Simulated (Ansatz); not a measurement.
Element substitutions in Nb3Ru

The reference is Nb₃Ru (space group Fm-3m, No. 225; a = 6.4311 Å; a cell from a computed database, its experimental status unchecked).

Each row replaces one element on all its sites; cell and atoms are relaxed.

Level of theory: Ansatz (an electronic-structure program), r2SCAN, PAW, cutoff 500 eV, no SOC.

```tsv
case	shortest interatomic distance	density
base	278.5 pm	9.48 g/cm³
Ru → P	275.5 pm	7.98 g/cm³
Ru → C	267.1 pm	8.23 g/cm³
Ru → Te	288.5 pm	9.12 g/cm³
Ru → H	273.2 pm	7.40 g/cm³
```

Whether these cells are dynamically stable was not tested. As relaxed here, Nb3P, Nb3C, Nb3Te and Nb3H are hypothetical phases, not in the database extracts checked. All final runs are without spin polarisation. An odd electron count without spin: Nb3Ru, Nb3C and Nb3Te.
